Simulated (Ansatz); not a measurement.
Pressure series in Mg2Sn

Consider Mg2Sn (space group Fm-3m, No. 225; a = 6.746 Å).

Cell and atoms are relaxed at each pressure.

All numbers come from PBEsol/PAW in Ansatz (an electronic-structure program), no spin-orbit coupling.

```tsv
pressure (GPa)	volume per atom (Å³/atom)
-2	26.930
-1	26.215
0	25.584
1.8	24.628
4.2	23.588
9	?
18	19.983
45	16.681
60	15.574
```

**Question.** Fit the third-order Birch–Murnaghan form P(V) = (3B₀/2)[(V₀/V)^(7/3) − (V₀/V)^(5/3)]·[1 + (3/4)(B₀′ − 4)((V₀/V)^(2/3) − 1)] (squares taken in P) to the rows shown and predict the withheld row.

**Answer.** Least squares on the printed values gives V₀ = 25.588 Å³/atom, B₀ = 44.2 GPa, B₀′ = 4.0; this predicts 22.015 Å³/atom, and the run gives 22.004 Å³/atom, 0.011 lower.

Load acts through the strain it causes; cell and atoms are relaxed under it. No phonon test of stability was made. Competing high-pressure phases were not computed.
